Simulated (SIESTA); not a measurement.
Worked example: self-consistent single point of Li4Mn3OF11 (P1, 19 atoms in the cell) in SIESTA.

Method of the run: SIESTA with LDA PW92, numerical atomic orbitals TZP, PseudoDojo LDA standard norm-conserving potentials (rewritten from UPF to PSML).

The input file:

```
# files in the folder: Li.psml Mn.psml O.psml F.psml (PseudoDojo LDA standard)
SystemName  Li4Mn3OF11
SystemLabel li4mn3of11

NumberOfAtoms                19
NumberOfSpecies              4
%block ChemicalSpeciesLabel
  1 3 Li
  2 25 Mn
  3 8 O
  4 9 F
%endblock ChemicalSpeciesLabel
LatticeConstant              1.0 Bohr
%block LatticeVectors
    10.859904549    0.000000000    0.000000000
    -1.473759610   10.924431137    0.000000000
    -1.400702798   -1.812016807   10.901831903
%endblock LatticeVectors
AtomicCoordinatesFormat      ScaledCartesian
%block AtomicCoordinatesAndAtomicSpecies
     9.314296449   10.639849051    0.044697511  1
     6.311375611    2.619931783   10.057157967  1
     7.747794041    7.051422701    4.339038116  1
     5.877424532    0.807390909    3.030164177  1
     2.061172348    8.368346732    7.618854244  2
     0.063542138    2.595633031    6.471436436  2
     2.113557543    6.318865923    0.969717948  2
     1.886799900    5.021304961    8.647551102  3
    -1.402223506    8.509135772    7.380431180  4
     1.952288119    9.904101330    1.175762571  4
     0.853022706    5.541598162    4.117294855  4
    -0.826774829    1.510205364   10.188088968  4
     4.623518223    8.352593731    4.928827222  4
     3.225736536    0.917864067    6.409623049  4
     8.902636763    7.241990889    0.869094039  4
     5.010370345    4.117146235    1.640180610  4
     7.743878929    3.906544025    6.650335497  4
     6.068780348   -1.297397106    9.839884457  4
     9.727993860    0.809705555    3.738565214  4
%endblock AtomicCoordinatesAndAtomicSpecies

XC.functional                LDA
XC.authors                   PW92
PAO.BasisSize                TZP
PAO.EnergyShift              0.01 Ry
PAO.Polarization.NonPerturbative true
MeshCutoff                   240 Ry
%block kgrid.MonkhorstPack
    3   0   0  0.0
    0   3   0  0.0
    0   0   3  0.0
%endblock kgrid.MonkhorstPack
OccupationFunction           MP
OccupationMPOrder            0
ElectronicTemperature        20.0 meV
Spin                         polarized
%block DM.InitSpin
  1 +0.00
  2 +0.00
  3 +0.00
  4 +0.00
  5 +4.00
  6 +4.00
  7 +4.00
  8 +0.00
  9 +0.00
  10 +0.00
  11 +0.00
  12 +0.00
  13 +0.00
  14 +0.00
  15 +0.00
  16 +0.00
  17 +0.00
  18 +0.00
  19 +0.00
%endblock DM.InitSpin

MaxSCFIterations             150
SCF.Mixer.Method             Pulay
SCF.Mixer.Weight             0.1
SCF.Mixer.History            6
SCF.DM.Tolerance             1.0E-04
Diag.ParallelOverK           true
WriteForces                  true
Charge.Mulliken              end
```

Output, abridged:

```
        iscf     Eharris(eV)        E_KS(eV)     FreeEng(eV)     dDmax    Ef(eV) dHmax(eV)
   scf:    1   -17363.344417   -17436.927461   -17436.928245  1.609039 -2.057570 27.799282
     spin moment: {S} , |S| = {        0.0        0.0   11.92593 }    11.92593
   scf:    2   -17476.877645   -17458.448514   -17458.448514  0.174302 -3.297390 17.483465
     spin moment: {S} , |S| = {        0.0        0.0   12.00000 }    12.00000
   scf:    3   -17473.966876   -17474.324094   -17474.324094  0.143902 -6.714275  7.408984
     spin moment: {S} , |S| = {        0.0        0.0   12.00000 }    12.00000
   [... lines left out ...]
     spin moment: {S} , |S| = {        0.0        0.0   12.00000 }    12.00000
   scf:   17   -17475.645121   -17475.645119   -17475.645119  0.000107 -6.911086  0.001346
     spin moment: {S} , |S| = {        0.0        0.0   12.00000 }    12.00000
   scf:   18   -17475.645123   -17475.645121   -17475.645121  0.000189 -6.910683  0.000590
     spin moment: {S} , |S| = {        0.0        0.0   12.00000 }    12.00000
   scf:   19   -17475.645121   -17475.645121   -17475.645121  0.000017 -6.910647  0.000482
     spin moment: {S} , |S| = {        0.0        0.0   12.00000 }    12.00000
SCF Convergence by DM+H criterion
max |DM_out - DM_in|         :     0.0000168613
max |H_out - H_in|      (eV) :     0.0004823243
SCF cycle converged after 19 iterations

Using DM_out to compute the final energy and forces

siesta: E_KS(eV) =           -17475.6451

siesta: E_KS - E_eggbox =    -17475.6451

siesta: Atomic forces (eV/Ang):
     1    0.098300    0.056714   -0.033386
     2   -0.080278    0.016418   -0.087703
     3    0.074069   -0.044273    0.071683
   [... 16 lines left out ...]
   Tot   -0.008386   -0.013926   -0.000443
   Max    0.425547
   Res    0.140893    sqrt( Sum f_i^2 / 3N )
   Max    0.425547    constrained

Stress tensor Voigt[x,y,z,yz,xz,xy] (kbar):       34.18       37.18       38.09        1.06        1.70        1.94
(Free)E + p*V (eV/cell)   -17480.0097
Target enthalpy (eV/cell)   -17475.6451

   [... lines left out ...]
siesta: FreeEng =    -17475.645121
siesta: Cell volume =        191.658339 Ang**3
siesta:         -36.48548166        -43.37097498  kBar
   [... lines left out ...]
    12    -0.238815    7.238815    0.105065  F
    13    -0.250223    7.250223    0.087923  F
    14    -0.224227    7.224227    0.025402  F
    15    -0.267388    7.267388    0.042637  F
    16    -0.234678    7.234678    0.064146  F
    17    -0.208814    7.208814    0.044495  F
    18    -0.241352    7.241352    0.073000  F
    19    -0.211653    7.211653    0.053097  F
 Total     0.000000               12.000000
```

The run converged in 19 iterations. For comparison: a first run was changed to give this one (lattice scaled by 0.97; MeshCutoff: 400 Ry → 240 Ry), and from it to this one the free energy drops by 52.4 meV/atom, the pressure goes from -12.91 to -3.65 GPa, the largest force goes from 0.783 to 0.431 eV/Å, the gap on the mesh goes from 0.246 to 0.322 eV and the size of the net moment stays at 0.63 μB/atom.

The starting cell comes from a database of computed structures (which also holds hypothetical and non-ambient phases and stackings), without a prior relaxation at this level. For this run, on top of that: lattice scaled by 0.97. The magnetic order is the one reached from the typed start; others were not searched systematically. Values carry the incompleteness of an atom-centred basis.

Cost on one core of a shared machine: roughly 2 min.
